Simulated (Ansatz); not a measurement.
The starting structures come from a database of crystals and need not be the phases stable at ambient conditions.

Tunnelling through a barrier is set by its complex band structure: the current falls as exp(−2κd) with the smallest κ.

Input:

```xyz
12
Lattice="3.2577 0.0000 0.0000 -1.6289 2.8230 0.0000 0.0000 0.0049 15.9244" Properties=species:S:1:pos:R:3 pbc="T T T"
Mg     1.6289     0.9455    10.3190
Mg     1.6289     0.9454    15.5931
Mg     0.0000     0.0040    12.9592
Mg     0.0000     0.0092     7.6771
Mg     1.6289     2.8169     2.3472
Mg     0.0000     1.8828     4.9987
O      1.6289     0.9454    13.5612
O      1.6289     0.9494     8.2870
O      1.6289     2.8214     0.2930
O      0.0000     0.0040    10.9241
O      0.0000     0.0017     5.6229
O      0.0000     1.8765     2.9635
```

Space group of this cell: Cm. The cell is strained (lengths along the current scaled by 1.03, ions clamped); by r2SCAN its mean pressure is -3.2 GPa.

Transport runs along the normal of the first two printed cell vectors.

The gap is the functional's own. No spin-orbit coupling. Mid-gap values are interpolated on the energy grid.

Task: State the band gap and the smallest decay constant κ at mid-gap according to r2SCAN (Ansatz, a program for electronic structure).

Result: Gap 4.16 eV on a 10×10×2 mesh; κ = 0.313 1/Å, at the zone centre.
